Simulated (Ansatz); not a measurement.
**TiC: biaxial strain +2.50 %, plane normal [111], relaxed out of plane**

The parent structure is TiC in the rock salt structure (space group Fm-3m, No. 225; a = 4.261 Å; relaxed with 0.1 eV smearing). Axes: x, y, z lie along the cube axes.

It is then changed as follows: tensile biaxial strain of 2.50 % in the plane normal to [111], as in epitaxy on a mismatched substrate; the out-of-plane cell vector and the atoms relax.

All numbers come from Kohn–Sham DFT with the LDA functional, run in Ansatz (a quantum-chemistry and plane-wave program) with PAW and 420 eV plane waves, no spin-orbit coupling. Γ-centred 23×23×23 mesh, Fermi–Dirac width 0.1 eV.

| quantity | base | changed | shift |
|---|---|---|---|
| volume per atom | 9.67 Å³ | 10.00 Å³ | +0.33 Å³ |
| space group | Fm-3m (No. 225) | R-3m (No. 166) | – |
| energy relative to the base (free energy F) | 0 meV/atom | +21 meV/atom | +21 meV/atom |
| band gap | zero | zero | – |
| out-of-plane strain | – | -1.57 % | – |
| ratio −ε⊥/ε∥ | – | 0.63 | – |
| mean in-plane stress (compression positive) | – | -13.3 GPa | – |

Final structure (turned so that z lies along the plane normal):

```
CELL_PARAMETERS angstrom
      3.08825     0.00000     0.00000
      1.54412     2.67450     0.00000
      1.54412    -0.89150     2.42147
ATOMIC_POSITIONS crystal
  Ti 0.00000 0.00000 0.00000
  C  0.00000 0.50000 0.50000
```

Cost of the whole job for the changed cell (relaxation, final SCF and bands): very roughly 90 core-seconds.

No phonon test of stability was made. All final runs are without spin polarisation.
